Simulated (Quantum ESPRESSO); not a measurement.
**Equation of state of CuAu-type CuAu (space group 123): energy against volume (Quantum ESPRESSO, PBE)**

```xyz
2
Lattice="2.7502 0.0000 0.0000 0.0000 2.7502 0.0000 0.0000 0.0000 3.6047" Properties=species:S:1:pos:R:3 pbc="T T T"
Cu     0.0000     0.0000     0.0000
Au     1.3751     1.3751     1.8024
```

Method: PBE, GBRV 1.5 ultrasoft (PBE) pseudopotentials (plane waves; Quantum ESPRESSO). Settings: ecutwfc = 65 Ry; ecutrho = 520 Ry; occupations = smearing; smearing = fermi-dirac; degauss = 0.0036749 Ry; potentials = {Cu: cu_pbe_v1.2.uspp.F.UPF, Au: au_pbe_v1.uspp.F.UPF}; K_POINTS = automatic 21 21 16 0 0 0; conv_thr = 1e-10 Ry. The cell above is the first row's. The rows scale it uniformly. In all rows fractional positions and the k mesh are held. E is the free energy at the stated smearing, counted from the lowest row.

| V (Å^3/atom) | E (meV/atom) |
|---|---|
| 13.633 | ? |
| 13.929 | 39.83 |
| 14.225 | 19.87 |
| 14.522 | 7.13 |
| 14.818 | 0.76 |
| 15.114 | 0.00 |
| 15.411 | 4.17 |
| 15.707 | 12.69 |
| 16.003 | 25.00 |

### Question
Fit E against V with the third-order Birch-Murnaghan form, a cubic in V^(-2/3), and predict the withheld value at V = 13.633.

### Answer
With u = V^(-2/3) - 0.165, the rows have u = 0.007738, 0.005333, 0.003002, 0.000758, -0.001414, -0.003522, -0.005557, -0.007530. Least squares gives E = -0.098 + 713.04·u + 555740·u² + 2441190·u³. Residuals (row less fit): 0.004, -0.011, 0.013, -0.003, 0.002, -0.008, 0.008, -0.001; standard error 0.010 (degrees of freedom: 4). Its minimum lies at u = -0.000644, so V0 = (0.164356)^(-3/2) = 15.01. There d²E/du² = 1102000 and d³E/du³ = 1.465e7, so B0 = (4/9) × 15.01^(-7/3) × 1102000 × 0.160218 = 141 GPa (the last factor turns the table's units into GPa), and B0' = 4 + (2/3) × 0.164356 × (1.465e7)/1102000 = 5.5. The program's pressures in the fitted runs (not shown) pass through zero at V = 14.99, 0.09 % from this V0. At the withheld row, u = 0.010229, so E = -0.098 + 713.04 × 0.010229 + 555740 × 0.010229² + 2441190 × 0.010229³ = 67.957 meV/atom. The calculation gives 68.00 meV/atom, 0.043 meV/atom above the prediction (0.1 % of the range of E in the table). The row lies outside the fitted rows, so this is an extrapolation. From the scatter of the fitted rows alone, a prediction at this place has a standard error of 0.031 meV/atom, so the miss is 1.4 times that.

Carrying the step between the two nearest rows on in a straight line would have given 59.79, off by 8.21; series whose last step already gives the withheld value aren't shown. The scan was laid around a cell of about the measured size, scaled by a guess for this functional; axis ratios and inner coordinates come from that cell. The runs keep the symmetry of the cell, so they don't test it for distortions. Spin polarisation is off. Spin-orbit coupling is off. The shape of the cell and the inner coordinates aren't relaxed, so V0 and B0 belong to this uniform scaling; a relaxed crystal lies no higher in energy and is usually softer. Cutoffs and mesh are single choices, not tested for convergence of this quantity. Series with a scatter that would blur these digits, or in which a gap closes, are not shown. Nor are scans whose minimum lies at an end fitted in this form.
